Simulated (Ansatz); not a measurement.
# Cubic perovskite CsCdF3

These are HSE06 (PAW; Ansatz, an electronic-structure program) values and carry that method's errors.

Settings: plane-wave cutoff 460 eV, 6×6×6 k mesh, Fermi–Dirac smearing 0.01 eV, scalar-relativistic PAW data made under PBE.

Cell (relaxed at this level):

```yaml
crystal:
  lattice:
    - [4.50654, 0.00000, 0.00000]
    - [0.00000, 4.50654, 0.00000]
    - [0.00000, 0.00000, 4.50654]
  atoms:
    - { symbol: Cs, position: [0.00000, 0.00000, 0.00000] }
    - { symbol: Cd, position: [0.50000, 0.50000, 0.50000] }
    - { symbol: F, position: [0.50000, 0.00000, 0.50000] }
    - { symbol: F, position: [0.00000, 0.50000, 0.50000] }
    - { symbol: F, position: [0.50000, 0.50000, 0.00000] }
```

bulk modulus B0: 58.7 GPa
band gap: 5.37 eV (on the SCF k mesh)
smallest direct gap on the k points sampled: 6.57 eV
pressure derivative B′ of the bulk modulus: 4.9

Note: the relaxation could not lower the start's symmetry, so the cell can be a saddle point above a distorted one.

Spin–orbit coupling is not included.

Computed values are for the static lattice.
